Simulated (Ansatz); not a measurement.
**NbSi2 (P6_422): resistivity and electron-phonon coupling**

Given:

```
CELL_PARAMETERS angstrom
      4.77054     0.00000     0.00000
     -2.38527     4.13141     0.00000
      0.00000     0.00000     6.56797
ATOMIC_POSITIONS crystal
  Nb 0.50000 0.50000 0.66667
  Nb 0.00000 0.50000 0.33333
  Nb 0.50000 0.00000 0.00000
  Si 0.68097 0.84049 0.33333
  Si 0.84049 0.68097 0.00000
  Si 0.15951 0.84049 0.66667
  Si 0.31903 0.15951 0.33333
  Si 0.15951 0.31903 0.00000
  Si 0.84049 0.15951 0.66667
```

All values below come from PBEsol, DFPT electron-phonon coupling, linearised Boltzmann equation (plane waves, PAW, scalar-relativistic; Ansatz, a first-principles code). Cell: relaxed with this functional, without spin-orbit coupling.

```yaml
resistivity at 300 K: 40 (x), 40 (y), 22 (z) μΩ·cm
resistivity at 77 K: 2.5 (x), 2.5 (y), 1.33 (z) μΩ·cm
electron-phonon coupling λ: 0.36
transport coupling λ_tr: 0.35 (x), 0.35 (y), 0.32 (z)
logarithmic_mean_phonon_energy: 28 meV
density of states at the Fermi level: 1.64 states/(eV·spin·cell)
drude_plasma_energy: 3.1 (x), 3.1 (y), 4.0 (z) eV
```

A metal at this level (no band gap). Only scattering by harmonic phonons is included (no impurities, grain boundaries, electron-electron scattering or thermal expansion). Spin-orbit coupling is left out. Halving the electron mesh (20x20x12) moves the resistivity by up to 3 % at 300 K, the coupling by up to 2 %. Smearing 0.20 eV; phonons on a 4x4x2 q mesh, which this run doesn't test and which matters most at low temperature.
